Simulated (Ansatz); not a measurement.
Adsorption energy and surface dipole of F on the 1x1 (110) surface of bcc Ta, one in a 2x1 cell, started at the site 'hollow Ta-Ta-Ta', worked from the runs' numbers; total energies count from the potentials' own zero.

Method: PBE (plane waves to 420 eV, PAW; Ansatz, a quantum-chemistry and plane-wave program).

Slab: 9 atoms, 6.8 Å thick at the start under the adsorbate (thin: gaps and levels are the slab's own); k 5x10x1, smearing 0.1 eV, dipole-corrected; 4 atoms held, the rest relaxed; no symmetry held; no spin, no spin-orbit, no U, no dispersion correction. At the end it is bonded to 3 Ta. In PBE it is, or lies within 0.03 eV of, the lowest of the starts that converged.

| quantity | value |
|---|---|
| slab with the adsorbate | -80263.579 eV |
| clean slab, same cell and mesh | -79453.447 eV |
| reference, ½ F2(g) | -805.593 eV |
| area of the cell | 15.58 Å² |
| change of the step from the bottom to the top vacuum level | -0.290 eV |

Problem. What is the adsorption energy against this reference?

Solution. E(slab + adsorbate) − E(slab) − E(reference) = -4.54 eV, so in this state the adsorbate is more stable than in the reference, at a coverage of 6.42 a nm².

Problem. What dipole does adsorption add to the slab along the outward normal (Helmholtz relation, ε₀ = 0.005526 e/(V·Å))?

Solution. p = −ε₀·A·ΔV = 0.025 e·Å = 0.12 D; its positive end points to the vacuum, which lowers the vacuum level.
